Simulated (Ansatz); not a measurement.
Be₃Rh (model structure, started from the Cu3Au type, Pm-3m, No. 221, 4 atoms in the cell): equilibrium lattice constant a by level of theory

No measured value is used here.

```tsv
level (code)	value (Å)
LDA (Ansatz)	3.318
PBEsol (Ansatz)	3.349
r²SCAN (Ansatz)	3.362
```

The crystal itself was run without spin with LDA, PBEsol, r²SCAN; a magnetic state was not tried in these runs. LDA, PBEsol, r²SCAN: the run has no spin polarisation, so it can have missed a magnetic state. Cutoffs differ between the levels. Ansatz's density-functional and Hartree–Fock values are scalar-relativistic unless marked +SOC, with PAW data made under PBE.

A model structure was made by putting elements into a prototype or built by hand; it is no filed structure, need not be a known phase, and can be a saddle point held by its symmetry.

Ansatz is an electronic-structure program.
